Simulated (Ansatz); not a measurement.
Response to strain in PbTe

Start from PbTe in the rock salt structure (space group Fm-3m, No. 225; a = 6.5343 Å). Axes: x, y, z lie along the cube axes.

Strains are applied to the cell and any free atomic positions relax; under biaxial strain the out-of-plane vector relaxes too.

All numbers come from Kohn–Sham DFT with the r2SCAN functional, run in Ansatz (a first-principles code) with PAW and 500 eV plane waves, without spin-orbit coupling.

For the base:

| Quantity | Value |
|---|---|
| Band gap | 1.09 eV |

Q: The aim is a band gap between 0.58 eV and 0.65 eV. Which of these changes reaches it?
(A) biaxial strain −2.50 %, plane normal [111], relaxed out of plane
(B) biaxial strain −0.42 %, plane normal [111], relaxed out of plane
(C) biaxial strain −1.25 %, plane normal [111], relaxed out of plane

A: A, biaxial strain −2.50 %, plane normal [111], relaxed out of plane. It gives 0.62 eV; biaxial strain −1.25 %, plane normal [111], relaxed out of plane gives 0.88 eV; biaxial strain −0.42 %, plane normal [111], relaxed out of plane gives 1.02 eV. Changes not listed may reach it too

Spin-orbit coupling, missing from the scalar runs, can matter with Pb and Te. No phonon test of stability was made.
